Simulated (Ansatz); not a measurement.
## Pt, response to strain

The parent structure is Pt in the fcc (Cu type) structure (space group Fm-3m, No. 225; relaxed with 0.1 eV smearing).

```xyz
1
Lattice="0.0000 1.9708 1.9708 1.9708 0.0000 1.9708 1.9708 1.9708 0.0000" Properties=species:S:1:pos:R:3 pbc="T T T"
Pt     0.0000     0.0000     0.0000
```

Cartesian axes are those of the cell as printed.

Strains are applied to the cell and any free atomic positions relax; under biaxial strain the out-of-plane vector relaxes too.

Level of theory: Ansatz (a program for electronic structure) r2SCAN, no spin-orbit coupling, earlier PAW set.

Candidates:
(a) isotropic strain +1.49 %
(b) biaxial strain −2.51 %, plane normal [001], relaxed out of plane
(c) isotropic strain −2.08 %

Notes on the quantities. energy relative to the base: free energy F.

Problem. Order them by energy relative to the base, highest first.

Solution. (c) isotropic strain −2.08 % (+55 meV/atom), (a) isotropic strain +1.49 % (+24 meV/atom), (b) biaxial strain −2.51 %, plane normal [001], relaxed out of plane (+16 meV/atom)

No phonon test of stability was made. The final runs are not spin-polarised. Pt lies near a magnetic instability that expansion can trigger; it was not tested.
